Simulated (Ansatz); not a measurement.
System: TiSi (model structure, started from the FeSi type, P2₁3, No. 198, 8 atoms in the cell). Method: PBEsol (Ansatz, a program for electronic structure, plane waves, PAW).

Settings: plane-wave cutoff 520 eV, 12×12×12 k mesh, Fermi–Dirac smearing 0.05 eV, no spin polarisation, scalar-relativistic PAW data made under PBE.

Cell (relaxed at this level):

```
CELL_PARAMETERS angstrom
      4.92508     0.00000     0.00000
      0.00000     4.92508     0.00000
      0.00000     0.00000     4.92508
ATOMIC_POSITIONS crystal
  Ti 0.14367 0.14367 0.14367
  Ti 0.64367 0.35633 0.85633
  Ti 0.85633 0.64367 0.35633
  Ti 0.35633 0.85633 0.64367
  Si 0.84366 0.84366 0.84366
  Si 0.34366 0.65634 0.15634
  Si 0.15634 0.34366 0.65634
  Si 0.65634 0.15634 0.34366
```

Problem. Give the computed bulk modulus B0.

Solution. 
bulk modulus B0: 143 GPa

The run finds no gap.

Note: the bulk modulus is −V dP/dV from two relaxed cells at ±2 % in volume; the relaxation could raise the start's symmetry but not lower it, so the cell can be a saddle point.

Computed values are for the static lattice.

Computing time: very roughly 5 core-minutes.

A model structure was made by putting elements into a prototype or built by hand; it is no filed structure, need not be a known phase, and can be a saddle point held by its symmetry.
